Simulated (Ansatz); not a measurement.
Consider MgTe in the wurtzite structure (space group P6_3mc, No. 186; a = 4.6085 Å, c = 7.5007 Å). Axes: x lies along a and z along c of the hexagonal cell.

Now apply this change: biaxial strain −4.75 %, plane normal [001], relaxed out of plane (Cartesian); in-plane vectors clamped, the third vector and the atoms free.

Levels (all Ansatz, an electronic-structure program, PAW): PBE (420 eV, without spin-orbit coupling); PBE+SOC (420 eV, noncollinear with spin-orbit coupling).

The geometry is relaxed with PBE.

| Property | Value |
|---|---|
| PBE band gap | 2.24 eV |
| PBE pressure | 2.10 GPa |
| PBE width of the top valence band | 1.72 eV |

**Question.** How does going to PBE+SOC change the band gap, hole mass, pressure and width of the top valence band?

**Answer.** The band gap decreases by 0.275 eV, from 2.24 eV to 1.96 eV; the hole mass comes out as 2.3 mₑ out of plane, 0.26 mₑ in plane (at Γ); the pressure stays essentially unchanged (2.10 GPa against 2.11 GPa); the width of the top valence band grows by 0.10 eV to 1.82 eV.

Single points use the geometry relaxed with PBE. The spin-orbit shifts are approximate. Spin-orbit coupling, missing from the scalar runs, can matter with Te. Effective masses come from finite differences of ±0.01 Å⁻¹. No phonon test of stability was made.
